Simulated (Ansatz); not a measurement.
The starting structures come from a database of crystals and need not be the phases stable at ambient conditions.

Input:

```yaml
crystal:
  lattice:
    - [3.93022, 0.00000, 0.00000]
    - [1.96511, 3.40367, 0.00000]
    - [1.96511, 1.13456, 6.41726]
  atoms:
    - { symbol: Ga, position: [0.99756, 0.99756, 0.00733] }
    - { symbol: Ga, position: [0.50249, 0.50249, 0.49252] }
    - { symbol: P, position: [0.62502, 0.62502, 0.12493] }
    - { symbol: As, position: [0.12493, 0.12493, 0.62521] }
```

Space group of this cell: R3m. The cell is taken as given.

The current runs along the normal of the first two printed vectors, the (001) plane. All runs by Ansatz (a first-principles code), plane waves and PAW, without spin-orbit coupling; the base is r2SCAN.

| run | mean pressure (GPa) | gap (eV) | mid-gap κ (1/Å) |
|---|---|---|---|
| base | 0.0 | 1.46 | 0.090 |
| all lengths scaled by 0.98 | 5.6 | 1.58 | 0.108 |
| all lengths scaled by 1.02 | -4.1 | 1.03 | 0.067 |
| lda in place of r2scan | -2.5 | [?] | [?] |
| lengths across the current scaled by 0.98, ions clamped | 3.6 | 1.52 | 0.099 |
| lengths across the current scaled by 1.02, ions clamped | -2.8 | [?] | [?] |
| lengths along the current scaled by 0.97, ions clamped | 2.8 | 1.42 | 0.102 |
| lengths along the current scaled by 1.03, ions clamped | -2.1 | [?] | [?] |
| pbesol in place of r2scan | -0.4 | 0.93 | 0.063 |

Complete the blanks.


- lda in place of r2scan, gap (eV): 0.80
- lda in place of r2scan, mid-gap κ (1/Å): 0.055
- lengths across the current scaled by 1.02, ions clamped, gap (eV): 1.16
- lengths across the current scaled by 1.02, ions clamped, mid-gap κ (1/Å): 0.076
- lengths along the current scaled by 1.03, ions clamped, gap (eV): 1.22
- lengths along the current scaled by 1.03, ions clamped, mid-gap κ (1/Å): 0.075
